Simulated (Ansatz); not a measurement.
Functionals compared on a constructed model of the (0001) surface of hcp Ru, a pseudomorphic layer of Pd in the host's stacking (bottom of the slab: a bare face, its two planes held), in Ansatz (plane waves, PAW). The structure was relaxed with PBE; the other rows are single points on it. Cutoff 420 eV (500 eV for r2SCAN).

Model: 7-atom slab, 13.3 Å thick at the start with caps and adatoms (thin: gaps and levels are the slab's own), 16x16x1 mesh, Fermi-Dirac 0.1 eV, dipole correction, 2 atoms held, the rest relaxed; held to the start's symmetry, so lower structures may exist; no spin, no spin-orbit, no U. In PBE it is, or lies within 0.01 eV a 1x1 cell of, the lowest of the 2 structures of its composition computed so far; subsurface sites and larger cells were not tried. These notes are the PBE run's.

| functional | work function of the top face (eV) | rough cost of the single point |
|---|---|---|
| PBE | 4.98 | – |
| RPBE | 4.79 | roughly 29 core-seconds |
| r2SCAN | 4.97 | very roughly 60 core-seconds |

Ansatz is a first-principles code.
